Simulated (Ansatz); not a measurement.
KF (Fm-3m), Ansatz (an electronic-structure program) with PBEsol, rigid bands: band gap 6.15 eV, N_c = 1.03e19 cm⁻³ and N_v = 2.29e21 cm⁻³ at 300 K, conductivity masses of 0.546 mₑ (electrons) and 5.04 mₑ (holes). Take k_BT = 0.02585 eV.

Q: What thermal injection velocity √(2k_BT/πm) limits a ballistic channel?

A: 7.28e6 cm/s for electrons and 2.40e6 cm/s for holes, a ratio of √(m_h/m_e) = 3.04, for dilute carriers.

Q: Find the intrinsic carrier density and the intrinsic Fermi level.

A: n_i = √(N_c N_v) exp(−E_g/2k_BT) = 1.54e20 × exp(−118.95) = 3.4e-32 cm⁻³. The level lies (k_BT/2) ln(N_v/N_c) = 70 meV from mid-gap (positive towards the conduction band). Each 0.1 eV added to the gap lowers n_i by a factor of 6.9.

Q: A film of it is 8 nm thick. Estimate the confinement energies in an infinite well.

A: ħ²π²/(2m t²) = 0.376 eV·nm²/(m/mₑ × t²) gives 10.8 meV for electrons and 1.17 meV for holes, so the gap would widen to about 6.16 eV. Finite barriers and nonparabolic bands lower this, and with several valleys or bands the heaviest mass along the normal sets the lowest level, not this average.

Rigid, parabolic bands with the computed gap; masses take one relaxation time for all states. Spin-orbit coupling is left out; where it splits the top of the valence band, N_v and the p-type Seebeck coefficient come out somewhat high without it.
